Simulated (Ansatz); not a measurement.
This Ansatz (an electronic-structure program) input is the reference run, KTaO$_{3}$ in the cubic perovskite structure (space group Pm-3m, No. 221), computed with Ansatz, LDA, PAW, cutoff 420 eV, no spin-orbit coupling:

Ansatz 0.2 input:
```yaml
crystal:
  lattice:
    - [3.9519952533, 0, 0]
    - [0, 3.9519952533, 0]
    - [0, 0, 3.9519952533]
  atoms:
    - { symbol: K, position: [0, 0, 0] }
    - { symbol: Ta, position: [0.5, 0.5, 0.5] }
    - { symbol: O, position: [0.5, 0, 0.5] }
    - { symbol: O, position: [0, 0.5, 0.5] }
    - { symbol: O, position: [0.5, 0.5, 0] }
basis: { ecutwfc: 420, ecutrho_ratio: 4, xc_grid: 2, fft_grid_basis: typed }
kpoints: { mp_grid: { grid: [8, 8, 8] } }
hamiltonian:
  xc: lda
  dispersion: none
  pseudopotentials: { kind: paw }
scf: { occupations: { method: fermi_dirac, width: 0.05 }, convergence: { dr2_threshold: 0.0000000005 } }
output: { forces: true, stress: true }
checkpoint: { write: state.ck, write_every: 1000 }
```

Problem. Write the input for this change: an isotropic linear strain of −1.80 %, atoms relaxed at fixed cell.

Solution. 
Ansatz 0.2 input:
```yaml
crystal:
  lattice:
    - [3.8808593387, 0, 0]
    - [0, 3.8808593387, 0]
    - [0, 0, 3.8808593387]
  atoms:
    - { symbol: K, position: [0, 0, 0] }
    - { symbol: Ta, position: [0.5, 0.5, 0.5] }
    - { symbol: O, position: [0.5, 0, 0.5] }
    - { symbol: O, position: [0, 0.5, 0.5] }
    - { symbol: O, position: [0.5, 0.5, 0] }
basis: { ecutwfc: 420, ecutrho_ratio: 4, xc_grid: 2, fft_grid_basis: typed }
kpoints: { mp_grid: { grid: [8, 8, 8] } }
hamiltonian:
  xc: lda
  dispersion: none
  pseudopotentials: { kind: paw }
scf: { occupations: { method: fermi_dirac, width: 0.05 }, convergence: { dr2_threshold: 0.0000000005 } }
relax: { f_tol: 0.005, max_steps: 50 }
output: { forces: true, stress: true }
checkpoint: { write: state.ck, write_every: 1000 }
```
This is the input that was run.

Whether these cells are dynamically stable was not tested.
